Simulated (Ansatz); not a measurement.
Start from BeS in the zinc blende structure (space group F-43m, No. 216).

```
BeS
1.0
    0.00000     2.39818     2.39818
    2.39818     0.00000     2.39818
    2.39818     2.39818     0.00000
Be S
1 1
Direct
  0.00000   0.00000   0.00000
  0.25000   0.25000   0.25000
```

Cartesian axes are those of the cell as printed.

Level of theory: Ansatz (a program for electronic structure) LDA, without spin-orbit coupling.

Strains are applied to the cell and any free atomic positions relax; under biaxial strain the out-of-plane vector relaxes too.

One change was made to it. Results:

The smallest direct gap falls by 0.10 eV, from 5.49 eV to 5.39 eV; the band gap decreases by 0.03 eV (2.82 eV → 2.79 eV).

What was done to the base?
A. biaxial strain +0.83 %, plane normal [111], relaxed out of plane
B. biaxial strain +1.25 %, plane normal [111], relaxed out of plane
C. biaxial strain +1.67 %, plane normal [111], relaxed out of plane

A, biaxial strain +0.83 %, plane normal [111], relaxed out of plane. For comparison, the smallest direct gap in the other runs: biaxial strain +1.67 %, plane normal [111], relaxed out of plane gives 5.28 eV; biaxial strain +1.25 %, plane normal [111], relaxed out of plane gives 5.34 eV.

No phonon test of stability was made.
